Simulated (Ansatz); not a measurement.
Base system: BP in the zinc blende structure (space group F-43m, No. 216; a = 4.537 Å). Axes: x, y, z lie along the cube axes.

All numbers come from r2SCAN, PAW, 500 eV (Ansatz, a quantum-chemistry and plane-wave program; no SOC).

A first run, uniaxial strain ε_zz = +1.29 %, gives secant values C11 ≈ 360 GPa and C12 ≈ 69 GPa from its stress. A second run applies biaxial strain +2.36 %, plane normal [001], relaxed out of plane.

Q: What does linear elasticity predict for −ε⊥/ε∥ in the second run, and what does the run give?

A: Linear elasticity: 2 C12/C11 = 0.38. The run gives 0.41; any difference comes from nonlinear terms at these strains and numerical noise.

Whether these cells are dynamically stable was not tested.
